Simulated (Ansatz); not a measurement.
Results of PBE0 in Ansatz (plane waves, PAW) for CsSnI3 (P4/mbm, No. 127, 10 atoms in the cell; start COD 4117958; high-temperature phase).

Numerical settings: plane-wave cutoff 460 eV, 4×4×4 k mesh, Fermi–Dirac smearing 0.01 eV, scalar-relativistic PAW data made under PBE.

Cell (measured lattice):

```
CsSnI3
1.0
    8.71820     0.00000     0.00000
    0.00000     8.71820     0.00000
    0.00000     0.00000     6.19080
I Sn Cs
6 2 2
Direct
  0.00000   0.00000   0.00000
  0.50000   0.50000   0.00000
  0.77630   0.27630   0.50000
  0.72370   0.77630   0.50000
  0.22370   0.72370   0.50000
  0.27630   0.22370   0.50000
  0.00000   0.00000   0.50000
  0.50000   0.50000   0.50000
  0.50000   0.00000   0.00000
  0.00000   0.50000   0.00000
```

### Question
Estimate the band gap and direct gap at Γ that the calculation returns.

### Answer

* **band gap**: 1.18 eV (on the SCF k mesh)
* **direct gap at Γ**: 2.63 eV

Note: held by symmetry at 0 K, a high-temperature phase can be a saddle point; cell and atoms aren't relaxed at this level (largest force component 0.03 eV/Å, pressure 0.6 GPa).

Spin–orbit coupling is not included; with these elements it can move the gap by several tenths of an eV or more.

Cost on a shared machine: very roughly 13 core-minutes.

Ansatz is a program for electronic structure.
